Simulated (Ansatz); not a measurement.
A relaxation of the atoms of CaSi₂Rh₂ (I4mm, 5 atoms in the cell) with Ansatz (a program for electronic structure).

Method of the run: LDA (PW92), default PAW files made with PBE (plane waves; Ansatz).

The change in words: one atom moved by 0.15 angstrom; relax: default → atoms; relax.f_tol: default → 0.2 eV/Å. Reference geometry:
```
Ca(SiRh)2
1.0
   -2.05101     2.05101     5.01954
    2.05101    -2.05101     5.01954
    2.05101     2.05101    -5.01954
Ca Si Rh
1 2 2
Direct
  0.00000   0.00000   0.00000
  0.62739   0.62739   0.00000
  0.37261   0.37261   0.00000
  0.75000   0.25000   0.50000
  0.25000   0.75000   0.50000
```

Reference input (self-consistent single point, DFT, LDA (PW92), plane waves, default PAW files made with PBE): basis.ecutwfc = 420 eV; kpoints.mp_grid.grid = 11 11 11; hamiltonian.xc = lda; hamiltonian.pseudopotentials = {kind: paw} (the program's default PAW files); scf.occupations.method = gaussian; scf.occupations.width = 0.1 eV. This run's input differs from it in these lines:

```diff
@@ -6,3 +6,3 @@
   atoms:
-    - { symbol: Ca, position_ang: [0.000000, 0.000000, 0.000000] }
+    - { symbol: Ca, position_ang: [-0.000000, 0.000000, 0.150004] }
     - { symbol: Si, position_ang: [0.000000, -0.000000, 6.298416] }
@@ -20,2 +20,4 @@
   occupations: { method: gaussian, width: 0.1 eV }
+relax:
+  f_tol: 0.2
 output:
```

The program printed (abridged):

```
   [... SCF lines of the steps left out ...]
relax step   1: F+E_penalty+E_count = -15552.26484398 eV  Δ(F+E_penalty+E_count) = +0.000e0 eV  max|allowed force component| = 6.309e-1 eV/Å  Δτ_max = 0.0000 Å  (6 SCF iters, dr2 threshold 1.00e-4 eV, accepted)
relax step   2: F+E_penalty+E_count = -15552.31407507 eV  Δ(F+E_penalty+E_count) = -4.923e-2 eV  max|allowed force component| = 1.568e-1 eV/Å  Δτ_max = 0.1498 Å  (7 SCF iters, accepted)
the relaxation is at rest under the 8 symmetry operations that the run kept from its start: a minimum is not shown …
Free energy (F): -15552.314075 eV
Internal energy: -15552.307121 eV  (E = F + TS)
E sigma→0 (E₀):  -15552.310598 eV
Entropy (-TS):   -0.006954 eV (-1.391 meV/atom)
Fermi energy:    13.002886 eV
--- Forces (eV/Å), atoms counted from 1 ---
  atom   1  Ca     0.00000000     0.00000000     0.15686917
  atom   2  Si     0.00000000     0.00000000     0.05499035
  atom   3  Si    -0.00000000    -0.00000000    -0.13814463
  atom   4  Rh     0.00000000    -0.00000000    -0.03669447
  atom   5  Rh    -0.00000000     0.00000000    -0.03669447
--- Stress (GPa, compression-positive) ---
   [... lines left out ...]
    - { symbol: Ca, position: [1.7283884254896658e-5, 1.7283884254896658e-5, 3.5682515032425406e-34] }
    - { symbol: Si, position: [0.632453124484745, 0.632453124484745, 5.446278610212299e-34] }
    - { symbol: Si, position: [0.3751262925842958, 0.3751262925842958, -7.69991113857601e-34] }
    - { symbol: Rh, position: [0.7536726558191504, 0.25367265581915044, 0.5] }
    - { symbol: Rh, position: [0.25367265581915044, 0.7536726558191504, 0.5] }
```

The run converged.  The full log also holds: “iter 5 did not close the SCF: its close was put off for the readings that it lacked (scf_convergence_deferred on its scf_iter line)”.

Summary of the result:
* **Free energy E − TS (on the zero of these files)**: -15552.3141 eV
* **Fermi level (on the code's own zero)**: 13.00 eV
* **Pressure**: -7.56 GPa
* **Largest force (vector length)**: 0.157 eV/Å
* **Relaxation steps**: 2

The starting cell comes from a database of computed structures (which also holds hypothetical and non-ambient phases and stackings), without a prior relaxation at this level. Its lattice was rescaled by up to half a per cent. For this run, on top of that: one atom moved by 0.15 angstrom. Spin polarisation is off. The relaxation keeps the symmetry of its start, so its end need not be a minimum. Ansatz's pressure includes its estimate of the finite-basis (Pulay) stress.

Cost on one core of a shared machine: roughly 60 s.

Keys are those of Ansatz 0.2.
